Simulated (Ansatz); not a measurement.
The starting structures come from a database of crystals and need not be the phases stable at ambient conditions.

Data:

```yaml
crystal:
  lattice:
    - [5.15255, 0.00000, 0.00000]
    - [0.00000, 9.59402, 0.00000]
    - [0.00000, 0.00000, 8.10749]
  atoms:
    - { symbol: Sr, position: [0.25000, 0.17448, 0.98186] }
    - { symbol: Sr, position: [0.75000, 0.82552, 0.01814] }
    - { symbol: Sr, position: [0.75000, 0.67448, 0.51814] }
    - { symbol: Sr, position: [0.25000, 0.32552, 0.48186] }
    - { symbol: Sr, position: [0.75000, 0.07832, 0.65143] }
    - { symbol: Sr, position: [0.25000, 0.92168, 0.34857] }
    - { symbol: Sr, position: [0.25000, 0.57832, 0.84857] }
    - { symbol: Sr, position: [0.75000, 0.42168, 0.15143] }
    - { symbol: Si, position: [0.75000, 0.10163, 0.25276] }
    - { symbol: Si, position: [0.25000, 0.89837, 0.74724] }
    - { symbol: Si, position: [0.25000, 0.60163, 0.24724] }
    - { symbol: Si, position: [0.75000, 0.39837, 0.75276] }
```

Space group of this cell: Pnma. The cell is taken as given.

Transport runs along the normal of the first two printed cell vectors.

No gap correction and no spin-orbit coupling; mid-gap values are interpolated between computed energies.

**Question.** Compute, with r2SCAN in Ansatz (a quantum-chemistry and plane-wave program), the band gap and the smallest decay constant κ at mid-gap.

**Answer.** Gap 0.63 eV on a 6×4×4 mesh; κ = 0.100 1/Å, at the zone centre.
